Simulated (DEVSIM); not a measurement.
System: GaN p-n junction from an implanted or diffused profile, at 300 K.

```tsv
layer (left to right)	material	thickness (μm)	Nd (cm⁻³)	τn (s)	τp (s)
1	GaN	85.0	5.7e16	4.1e-9	4.1e-9
```

Added acceptor profile: 2.9e18 cm⁻³ × exp(−(x − 0.058 μm)²/(2·(0.073 μm)²)). Left contact: ohmic. Right contact: ohmic. Voltage is applied to the left contact. Recombination: SRH at mid-gap. Mobility is μmin + (μ − μmin)/(1 + (N/Nref)^α).

The device is made up for the run: typed textbook-type constants, with dimensions and the other settings drawn at random. Values at 300 K; Nc and Nv go as T^1.5, mobilities as T to minus their exponent, the gap by Varshni's rule with the affinity fixed.

| parameter | GaN |
|---|---|
| gap (eV) | 3.43 |
| affinity (eV) | 4.1 |
| permittivity | 9.5 |
| Nc (cm⁻³) | 2.3e18 |
| Nv (cm⁻³) | 4.6e19 |
| μn (cm²/Vs) | 1200 |
| μp (cm²/Vs) | 100 |
| μn,min | 55 |
| μp,min | 3 |
| Nref,n | 2e17 |
| Nref,p | 3e17 |
| αn | 1 |
| αp | 2 |
| T exponent of μn | 1.5 |
| T exponent of μp | 2 |
| Varshni α (eV/K) | 0.00091 |
| Varshni β (K) | 830 |

DEVSIM, 1D drift-diffusion, Boltzmann statistics, complete ionisation; no tunnelling, impact ionisation, image-force lowering or self-heating.

The temperature was swept, all else fixed.

```tsv
temperature (K)	dark forward voltage at 1 A/cm² (V)	dark forward voltage at 100 A/cm² (V)	potential step across the device at zero bias (V)
250	3.111	3.294	3.315
300	?	?	3.254
350	2.906	3.182	3.189
400	2.798	3.122	3.120
450	2.686	3.060	3.047
500	2.572	2.997	2.972
```

Question: Complete the blanks.

Answer: 
- 300, dark forward voltage at 1 A/cm² (V): 3.011
- 300, dark forward voltage at 100 A/cm² (V): 3.239
